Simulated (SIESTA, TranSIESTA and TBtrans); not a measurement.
Run with TranSIESTA and TBtrans (open boundaries, self-consistent; PseudoDojo norm-conserving potentials, scalar-relativistic): Spin polarized, PAO.BasisSize DZP, PAO.EnergyShift 0.15 eV, XC.Authors PBE, Mesh.Cutoff 200 Ry, ElectronicTemperature 300 K, TS.Voltage 0.0 eV, TBT.Elecs.Eta 0.001 eV.

System: Pt chain with one bond stretched by 0.6 Å. Leads: straight Pt chain, spacing 2.4 Å. Geometry: as built, not relaxed.

Task: Give the largest eigenchannel transmissions at the Fermi level (four at most) and the total.

Result: Up: 0.92, 0.67, 0.67, 0.61 (total 2.88); down: 0.91, 0.67, 0.67, 0.61 (total 2.86). A magnetic start was tried, and the separate lead runs end without a moment. The straight chain is held at its spacing; free chains may zigzag or dimerise. Spin-orbit coupling, left out here, matters for the heavy atoms.
